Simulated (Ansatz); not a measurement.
End structure of SiH3 on the 1x1 (101) surface of tetragonal HfO2 (a metastable polymorph) (cut with top plane O), one in a 2x1 cell, started at the site 'top O':

Host crystal: tetragonal HfO2, with a band gap (PBE, scalar-relativistic without spin-orbit coupling).

```
CELL_PARAMETERS angstrom
      7.20873     0.00000     0.00000
      0.00000     6.37980     0.00000
      0.00000     0.00000    27.00000
ATOMIC_POSITIONS crystal
  O  0.25000 0.49823 0.35994
  O  0.75000 0.49823 0.35994
  O  0.00000 0.06249 0.36635
  O  0.50000 0.06249 0.36635
  Hf 0.00000 0.67743 0.39515
  Hf 0.50000 0.67743 0.39515
  Hf 0.25000 0.20103 0.38953
  Hf 0.75000 0.20103 0.38953
  O  0.25000 0.82681 0.41413
  O  0.75000 0.82681 0.41413
  O  0.00000 0.39012 0.42622
  O  0.50000 0.39012 0.42622
  O  0.25000 0.16626 0.46739
  O  0.75000 0.16626 0.46739
  O  0.00000 0.72762 0.47620
  O  0.50000 0.72762 0.47620
  Hf 0.98822 0.35141 0.50164
  Hf 0.50372 0.36728 0.50107
  Hf 0.24942 0.87300 0.49749
  Hf 0.74970 0.85962 0.49980
  O  0.24607 0.48921 0.52492
  O  0.74755 0.51115 0.51542
  O  0.00103 0.04884 0.53388
  O  0.50732 0.07654 0.53304
  O  0.28136 0.83047 0.57535
  O  0.73521 0.82991 0.57809
  O  0.98146 0.40134 0.58325
  O  0.50384 0.41673 0.59332
  Hf 0.99596 0.02480 0.61006
  Hf 0.50257 0.05486 0.60870
  Hf 0.22866 0.53246 0.60249
  Hf 0.75346 0.54394 0.61795
  O  0.23905 0.18362 0.62964
  O  0.75803 0.17214 0.63433
  O  0.01700 0.72643 0.63889
  O  0.51902 0.78377 0.65574
  Si 0.52253 0.75163 0.71769
  H  0.71245 0.76454 0.73944
  H  0.40693 0.92769 0.73809
  H  0.43337 0.54779 0.73104
```

Slab: 40 atoms, 7.6 Å thick at the start under the adsorbate (thin: gaps and levels are the slab's own); k 3x3x1, smearing 0.01 eV, dipole-corrected; single point; no symmetry held, on the structure that PBE left; spin-polarised, ending with about 1.0 μB a cell; orders that need a larger cell were not tried, no spin-orbit, no U, no dispersion correction. The program's check for a lower electronic state was not made. At the end it is bonded to O. In PBE this state lies 0.08 eV over the lowest of the starts that converged ('bridge O-O (span 4.0 Å)', where the adsorbate broke or entered a bond of the host).

A negative adsorption energy means that the adsorbate is more stable on the surface than in its reference.

Problem. Estimate the change of the step from the bottom to the top vacuum level, against the clean slab that r2SCAN, at the PBE geometry and the start's symmetry (Ansatz, an electronic-structure program) returns for this input.

Solution. 0.028 eV

Problem. Predict the adsorption energy against SiH4(g) − ½ H2(g) at the same level from r2SCAN, at the PBE geometry and the start's symmetry.

Solution. 0.45 eV
